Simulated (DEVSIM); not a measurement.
Structure: Schottky contact on n-type Si, at 300 K.

```
layer (left to right)  material  thickness (μm)  Nd (cm⁻³)  τn (s)  τp (s)
---------------------  --------  --------------  ---------  ------  ------
1                            Si           0.520     2.3e15    6e-6    6e-6
2                            Si            1.70     2.3e18    6e-6    6e-6
```

Left contact: Schottky, work function 4.89 eV, emission velocity 3.2e6 cm/s. Right contact: ohmic. Voltage is applied to the left contact. Recombination: SRH at mid-gap. Gap narrowing is on: ΔEg = 6.92 meV × (l + √(l² + 0.5)), l = ln(N/1.3e17 cm⁻³), shared equally by both band edges. Mobility is μmin + (μ − μmin)/(1 + (N/Nref)^α).

The device is made up for the run: typed textbook-type constants, with dimensions and the other settings drawn at random. Values at 300 K.

```csv
parameter,Si
gap (eV),1.124
affinity (eV),4.05
permittivity,11.7
Nc (cm⁻³),2.86e19
Nv (cm⁻³),3.1e19
μn (cm²/Vs),1417
μp (cm²/Vs),470
"μn,min",52
"μp,min",45
"Nref,n",9.7e16
"Nref,p",2.2e17
αn,0.68
αp,0.72
```

Model (solved in DEVSIM): 1D drift-diffusion, Boltzmann statistics, complete ionisation; no tunnelling, impact ionisation, image-force lowering or self-heating. Metal contacts follow the ideal Schottky-Mott rule: no Fermi-level pinning, no interface dipoles.

The thickness of layer 1 was swept, all else fixed.

```tsv
thickness of layer 1 (μm)	dark forward voltage at 100 A/cm² (V)	dark forward voltage at 1 A/cm² (V)
0.1	0.536	0.415
0.18	0.540	0.417
0.31	0.545	0.418
0.52	0.550	0.419
0.88	0.558	0.419
1.6	0.573	0.420
2.6	0.591	0.420
```

From the first row to the last the dark forward voltage at 100 A/cm² goes from 0.536 to 0.591. From the first row to the last the dark forward voltage at 1 A/cm² goes from 0.415 to 0.420.
